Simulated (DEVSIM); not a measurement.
System: abrupt Si p-n junction, at 300 K.

```
layer (left to right)  material  thickness (μm)  Nd (cm⁻³)  Na (cm⁻³)  τn (s)  τp (s)
---------------------  --------  --------------  ---------  ---------  ------  ------
1                            Si            3.60          -     7.2e16  5.7e-7  5.7e-7
2                            Si           0.620     5.5e13          -  5.7e-7  5.7e-7
```

Left contact: ohmic. Right contact: ohmic. Voltage is applied to the left contact. Recombination: SRH at mid-gap, radiative, Auger. Mobility is μmin + (μ − μmin)/(1 + (N/Nref)^α).

This is a model device: material constants are rounded textbook-type values typed into the input, and sizes, dopings and lifetimes were drawn at random. Values at 300 K.

```csv
parameter,Si
gap (eV),1.124
affinity (eV),4.05
permittivity,11.7
Nc (cm⁻³),2.86e19
Nv (cm⁻³),3.1e19
μn (cm²/Vs),1417
μp (cm²/Vs),470
"μn,min",52
"μp,min",45
"Nref,n",9.7e16
"Nref,p",2.2e17
αn,0.68
αp,0.72
B (cm³/s),4.7e-15
Cn (cm⁶/s),2.8e-31
Cp (cm⁶/s),9.9e-32
```

Model (solved in DEVSIM): 1D drift-diffusion, Boltzmann statistics, complete ionisation; no tunnelling, impact ionisation, image-force lowering or self-heating.

Task: Give the dark forward current.

Result: 
```json
[
 {"V (V)": "0.05", "J (A/cm²)": "7.8e-6"},
 {"V (V)": "0.10", "J (A/cm²)": "5.6e-5"},
 {"V (V)": "0.15", "J (A/cm²)": "0.00035"},
 {"V (V)": "0.20", "J (A/cm²)": "0.0021"},
 {"V (V)": "0.30", "J (A/cm²)": "0.069"},
 {"V (V)": "0.35", "J (A/cm²)": "0.37"},
 {"V (V)": "0.40", "J (A/cm²)": "1.7"},
 {"V (V)": "0.45", "J (A/cm²)": "6.9"},
 {"V (V)": "0.50", "J (A/cm²)": "21"},
 {"V (V)": "0.55", "J (A/cm²)": "50"},
 {"V (V)": "0.65", "J (A/cm²)": "200"},
 {"V (V)": "0.70", "J (A/cm²)": "360"},
 {"V (V)": "0.75", "J (A/cm²)": "590"},
 {"V (V)": "0.80", "J (A/cm²)": "850"},
 {"V (V)": "0.85", "J (A/cm²)": "1100"},
 {"V (V)": "0.90", "J (A/cm²)": "1300"},
 {"V (V)": "1.00", "J (A/cm²)": "1700"},
 {"V (V)": "1.05", "J (A/cm²)": "1800"},
 {"V (V)": "1.10", "J (A/cm²)": "1900"},
 {"V (V)": "1.15", "J (A/cm²)": "2100"}
]
```
